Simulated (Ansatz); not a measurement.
SiO2 (P4₁2₁2, No. 92), treated with HSE06 (Ansatz, an electronic-structure program, plane waves, PAW).

Numerical settings: plane-wave cutoff 460 eV, 4×4×4 k mesh, Fermi–Dirac smearing 0.01 eV, scalar-relativistic PAW data made under PBE.

Cell (measured lattice):

O₂Si is taken in the tetragonal space group P4₁2₁2 (No. 92), Pearson symbol tP12. Conventional cell: a = b = 4.9709 Å, c = 6.9278 Å, α = β = γ = 90.00°. Si on 4a has 4 O at 1.598–1.606 Å (tetrahedral). O on 8b has 2 Si at 1.598–1.606 Å (bent). (Neighbours: up to the widest gap in distance over summed covalent radii, below 1.35, at either atom.)

### Question
What does this level give for the band gap?

### Answer

- band gap = 7.58 eV (on the SCF k mesh) (direct)

Note: cell and atoms aren't relaxed at this level (largest force component 0.24 eV/Å, pressure 3.2 GPa).
